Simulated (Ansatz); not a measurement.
**How a calculation on MgB2 (P6/mmm, 3 atoms in the cell) responds to its settings**

```xyz
3
Lattice="3.1121 0.0000 0.0000 -1.5560 2.6951 0.0000 0.0000 0.0000 3.5776" Properties=species:S:1:pos:R:3 pbc="T T T"
Mg     0.0000     0.0000     0.0000
B      1.5560     0.8984     1.7888
B      0.0000     1.7968     1.7888
```

Base run A: PBE (Ansatz, a quantum-chemistry and plane-wave program), self-consistent single point.

Its settings: kpoints.mp_grid.grid = 8 8 6; hamiltonian.xc = pbe; hamiltonian.pseudopotentials = {kind: paw} (the program's default PAW files); scf.occupations.method = cold; scf.occupations.width = 0.02 Ry.

The starting cell comes from a database of computed structures (which also holds hypothetical and non-ambient phases and stackings), without a prior relaxation at this level. Its lattice was rescaled by a random factor within 2.5 % of one. In the base run, with a pressure of about -5 GPa the cell is away from its equilibrium volume at this level. Ansatz's pressure includes its estimate of the finite-basis (Pulay) stress.

Runs:
- B: hamiltonian.xc: pbe → lda [LDA (PW92)]
- C: hamiltonian.xc: pbe → pbesol [PBEsol]
- D: hamiltonian.xc: pbe → rpbe [RPBE]
- E: hamiltonian.xc: pbe → revpbe [revPBE]
- F: hamiltonian.xc: pbe → blyp [BLYP]
- G: hamiltonian.xc: pbe → r2scan [r2SCAN]

Task: What does run B change against A?

Result: The pressure goes from -5.22 to -11.38 GPa.

Task: What does run E change against A?

Result: The pressure goes from -5.22 to -2.68 GPa.

Task: What does run G change against A?

Result: The pressure goes from -5.22 to -6.43 GPa.

```tsv
run	pressure (GPa)
A	-5.22
B	-11.38
C	-7.19
D	-2.05
E	-2.68
F	-3.32
G	-6.43
```

Keys are those of Ansatz 0.2.
